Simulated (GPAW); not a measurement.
## Converging the k-point mesh: CaI2 (P3m1, 3 atoms in the cell)

```xyz
3
Lattice="4.5516 0.0000 0.0000 -2.2758 3.9418 0.0000 0.0000 0.0000 7.2459" Properties=species:S:1:pos:R:3 pbc="T T T"
Ca     0.0000     0.0000     0.0500
I      0.0000     2.6279     1.7702
I      2.2758     1.3139     5.4757
```

Method: PBEsol, GPAW PAW datasets PBEsol (made by gpaw-setup) (plane waves; GPAW).

Base settings: mode = pw; ecut = 550 eV; xc = PBEsol; kpts = 3 3 2; mesh shift (steps) = 0 0 0; occupations.name = fixed-uniform; nbands = -6; convergence.density = 1e-05 e/electron; convergence.energy = 1e-05 eV/electron; convergence.bands = -4.

The second cell is the first with its lattice scaled by 0.98.

Only quantities that move along the ladder and can be compared are tabulated.

The count of work is k-points × plane waves × bands × iterations; it is no time. Core times come from one kind of shared machine, to one figure; runs under 30 s give none.

The starting cell comes from a database of computed structures (which also holds hypothetical and non-ambient phases and stackings), without a prior relaxation at this level. Its lattice was rescaled by up to half a per cent. One atom was moved a little off its site on purpose.

| kpts | free energy less the last step's (meV/atom) | energy of the compressed cell less the first (meV/atom) | pressure (GPa) | largest difference of a force vector from the last step's (eV/Å) | count of work / last | core time / last (rough) |
|---|---|---|---|---|---|---|
| 2 2 1 | 96.60 | 2.92 | -0.48 | 0.131 | 0.0098 | – |
| 2 2 2 | 109.11 | 7.22 | -0.25 | 0.145 | 0.020 | – |
| 3 3 2 | 11.07 | -5.99 | -1.01 | 0.017 | 0.018 | – |
| 4 4 2 | 1.75 | -7.77 | -1.11 | 0.002 | 0.036 | 0.08 |
| 5 5 3 | 0.28 | -8.13 | -1.13 | 0.000 | 0.055 | 0.1 |
| 6 6 4 | 0.05 | -8.21 | -1.14 | 0.000 | 0.095 | 0.1 |
| 8 8 5 | 0.00 | -8.23 | -1.14 | 0.000 | 0.17 | 0.2 |
| 10 10 6 | 0.00 | -8.23 | -1.14 | 0.000 | 0.31 | 0.3 |
| 11 11 6 | 0.00 | -8.23 | -1.14 | 0.000 | 0.35 | 0.4 |
| 13 13 7 | 0.00 | -8.23 | -1.14 | 0.000 | 0.54 | 0.8 |
| 16 16 9 | 0.00 | -8.23 | -1.14 | 0.000 | 1.0 | 1 |

Coarsest kpts that holds the energy of the compressed cell less the first within 0.2 meV/atom of the last step, with all finer ones: 5 5 3, at 0.055 of the last step's count of work and about 0.1 of the last step's time; the step before is off by 0.46 meV/atom.

Coarsest kpts that holds the forces within 0.02 eV/Å of the last step, with all finer ones: 3 3 2, at 0.018 of the last step's count of work; the step before is off by 0.14 eV/Å.

Coarsest kpts that holds the free energy within 2 meV/atom of the last step, with all finer ones: 4 4 2, at 0.036 of the last step's count of work and about 0.08 of the last step's time; the step before is off by 11 meV/atom.

The energy difference between the two cells stays within 1 meV/atom of the last step's from 4 4 2 on, the total only from 5 5 3 on: much of the error is common to both cells and cancels.
